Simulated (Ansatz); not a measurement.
Consider Na in the bcc (W type) structure (space group Im-3m, No. 229; a = 4.173 Å; relaxed with 0.1 eV smearing). Axes: x, y, z lie along the cube axes.

Method: PBEsol (Ansatz, an electronic-structure program), scalar-relativistic without spin-orbit coupling.

Base values:

```
Item                             Value
-----------------------------  -------
Shortest interatomic distance  3.614 Å
Pressure                       0.0 GPa
```

It is then changed as follows: biaxial strain +0.50 %, plane normal [001], relaxed out of plane (Cartesian); in-plane vectors clamped, the third vector and the atoms free.

Task: Predict the new shortest interatomic distance.

Result: The shortest interatomic distance increases by 0.0024 Å to 3.617 Å.

Task: How does this affect the out-of-plane strain?

Result: The out-of-plane strain amounts to -0.81 %.

Task: How does this affect the pressure?

Result: The pressure (mean of the normal stresses, compression positive) remains 0.0 GPa.

No phonon test of stability was made.
